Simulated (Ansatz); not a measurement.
The starting structures come from a database of crystals and need not be the phases stable at ambient conditions.

By PBEsol, the system below comes out a metal.

Crystal: YTe (Fm-3m, rock salt, not sure to be the ambient phase, 2 atoms a cell, 29.2 Å³ an atom, -2 GPa at this level); planes in its conventional cell.

Level of theory: PBEsol (plane waves, PAW; Ansatz, a quantum-chemistry and plane-wave program).

G/A = (e²/h) × open channels of both spins per area, as a mean over 0.1 eV about the Fermi level, without spin-orbit coupling, for the cells as given.

```tsv
plane	area (Å²)	G/A (10¹⁵ S/m²)
(001)	19.0	0.56
(111)	16.4	…
```

Task: Complete the blanks.

Result: 
- (111), G/A (10¹⁵ S/m²): 0.66
